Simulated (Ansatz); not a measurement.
tetragonal ZrO2 (1 1 0) on 4H silicon carbide (1 1 0) (film strained to the substrate, faces as cut)

A periodic stack without vacuum, tetragonal ZrO2 (1 1 0) on 4H silicon carbide (1 1 0) (film strained to the substrate, faces as cut): substrate slab Si36C36, film Zr16O40, surface cells [[0, -1], [1, -1]] and [[1, 0], [1, 2]], film strained by -1.1 and +1.4 %, faces CSi/CSi and O/O as cut (like faces can put a slab off its formula).

The start was prepared with a machine-learned potential, and the result is one local minimum, with the in-plane cell held and forces under 0.04 eV/Å; the film can end far from its bulk form.

Calculation: PBE (plane waves to 420 eV, PAW; Ansatz, a first-principles code). Scalar-relativistic, without spin–orbit coupling; PBE gaps are too small against experiment. Its k-point mesh 5×3×1, Fermi–Dirac width 0.05 eV.

- interface area = 54.3 Å²
- period = 25.42 Å
- gaps between the outermost planes at the two interfaces = 1.02 and 0.70 Å
- Si–Zr contacts across the interfaces within 1.22 times the sum of covalent radii = 13, mean 3.30 Å
- O–Si contacts across the interfaces within 1.22 times the sum of covalent radii = 9, mean 1.68 Å
- C–O contacts across the interfaces within 1.22 times the sum of covalent radii = 7, mean 1.45 Å
- C–Zr contacts across the interfaces within 1.22 times the sum of covalent radii = 3, mean 2.97 Å
- spin-polarised check at this geometry = falls back to no moment
- slope of the mean potential energy in the substrate = -1.3 MV/cm × e

```
CELL_PARAMETERS angstrom
      5.35866     0.00013     0.07120
      5.35838    10.12946     0.06751
     -2.33945    -4.23209    25.38814
ATOMIC_POSITIONS crystal
  Si 0.24567 0.50769 0.02459
  Si 0.78082 0.00631 0.02888
  Si 0.84031 0.25522 0.02975
  Si 0.64097 0.76008 0.01839
  C  0.44514 0.32026 0.02669
  C  0.88408 0.83809 0.04307
  C  0.04603 0.07118 0.03269
  C  0.85196 0.57526 0.02775
  Si 0.75037 0.53581 0.08765
  Si 0.26577 0.03373 0.09201
  Si 0.33505 0.28492 0.08754
  Si 0.17848 0.78238 0.08963
  C  0.94085 0.34861 0.08756
  C  0.44172 0.84830 0.08914
  C  0.53109 0.09785 0.08802
  C  0.35775 0.59464 0.08556
  Si 0.25049 0.56020 0.14755
  Si 0.75705 0.06085 0.14944
  Si 0.83540 0.31115 0.14875
  Si 0.67038 0.81008 0.14883
  C  0.43973 0.37327 0.14812
  C  0.93994 0.87400 0.15074
  C  0.02524 0.12453 0.15093
  C  0.85615 0.62249 0.14879
  Si 0.74991 0.58652 0.20976
  Si 0.25195 0.08645 0.21083
  Si 0.33343 0.33630 0.20922
  Si 0.16874 0.83624 0.21076
  C  0.93742 0.39924 0.20959
  C  0.43897 0.89870 0.21037
  C  0.52279 0.14853 0.21019
  C  0.35444 0.64769 0.20921
  Si 0.24769 0.61160 0.27043
  Si 0.74907 0.11193 0.27113
  Si 0.83100 0.36184 0.27039
  Si 0.66500 0.86162 0.27095
  C  0.43519 0.42406 0.27011
  C  0.93543 0.92466 0.27154
  C  0.01996 0.17412 0.27131
  C  0.85223 0.67384 0.27122
  Si 0.74501 0.63759 0.33230
  Si 0.24609 0.13713 0.33160
  Si 0.32819 0.38689 0.33076
  Si 0.16183 0.88736 0.33214
  C  0.93223 0.45001 0.33137
  C  0.43272 0.94964 0.33180
  C  0.51747 0.19930 0.33228
  C  0.34942 0.69927 0.33185
  Si 0.24225 0.66239 0.39268
  Si 0.74527 0.16261 0.39324
  Si 0.82387 0.41271 0.39185
  Si 0.65959 0.91186 0.39225
  C  0.42920 0.47473 0.39122
  C  0.92875 0.97537 0.39330
  C  0.01426 0.22503 0.39203
  C  0.84710 0.72520 0.39420
  Si 0.73834 0.68718 0.45541
  Si 0.24545 0.18681 0.45155
  Si 0.31921 0.43579 0.45077
  Si 0.15820 0.93607 0.45377
  C  0.92540 0.50074 0.45276
  C  0.42142 0.00079 0.45193
  C  0.51431 0.25055 0.45487
  C  0.34588 0.74926 0.45392
  Si 0.23572 0.70856 0.51251
  Si 0.74973 0.21256 0.51495
  Si 0.81154 0.46085 0.51095
  Si 0.64895 0.96258 0.50991
  C  0.42181 0.52334 0.50963
  C  0.91401 0.02645 0.51338
  C  0.01546 0.27625 0.51093
  C  0.84335 0.77761 0.51648
  Zr 0.62260 0.69027 0.62404
  Zr 0.14071 0.15399 0.61303
  Zr 0.29787 0.41117 0.61131
  Zr 0.86578 0.93093 0.62311
  O  0.86531 0.51888 0.57157
  O  0.50364 0.02029 0.56901
  O  0.36314 0.49311 0.55646
  O  0.02120 0.00492 0.56620
  O  0.80766 0.77241 0.57152
  O  0.19278 0.26379 0.55728
  O  0.30713 0.76133 0.57246
  O  0.70479 0.25552 0.58035
  Zr 0.82414 0.46984 0.71617
  Zr 0.33631 0.97560 0.72384
  Zr 0.59729 0.22560 0.71987
  Zr 0.10575 0.71612 0.71865
  O  0.11426 0.32800 0.65972
  O  0.68100 0.83983 0.67110
  O  0.58435 0.35923 0.67735
  O  0.17737 0.83921 0.67585
  O  0.03124 0.58184 0.66465
  O  0.51814 0.08535 0.66706
  O  0.52233 0.59655 0.67200
  O  0.01880 0.08242 0.66922
  Zr 0.09199 0.25993 0.81960
  Zr 0.61330 0.76042 0.82072
  Zr 0.85169 0.00994 0.82554
  Zr 0.35414 0.50828 0.81773
  O  0.41426 0.11884 0.77104
  O  0.90935 0.61822 0.76624
  O  0.91380 0.11596 0.76968
  O  0.41509 0.61654 0.76958
  O  0.26508 0.36987 0.76599
  O  0.79341 0.86699 0.77132
  O  0.77315 0.36679 0.77116
  O  0.27981 0.87849 0.77857
  Zr 0.32377 0.06784 0.92561
  Zr 0.86044 0.55427 0.91271
  Zr 0.06934 0.80405 0.92349
  Zr 0.57880 0.30864 0.91669
  O  0.65820 0.91057 0.87050
  O  0.19376 0.40171 0.86556
  O  0.14041 0.93098 0.88490
  O  0.67942 0.41993 0.87216
  O  0.50639 0.15792 0.87440
  O  0.02579 0.65509 0.86743
  O  0.99996 0.16414 0.86935
  O  0.49856 0.67135 0.87156
  O  0.79315 0.73832 0.95747
  O  0.41015 0.25194 0.97527
  O  0.33111 0.76514 0.98648
  O  0.92058 0.24483 0.96762
  O  0.73686 0.98820 0.96420
  O  0.28981 0.50013 0.96033
  O  0.25184 0.01373 0.99100
  O  0.79113 0.50794 0.97943
```
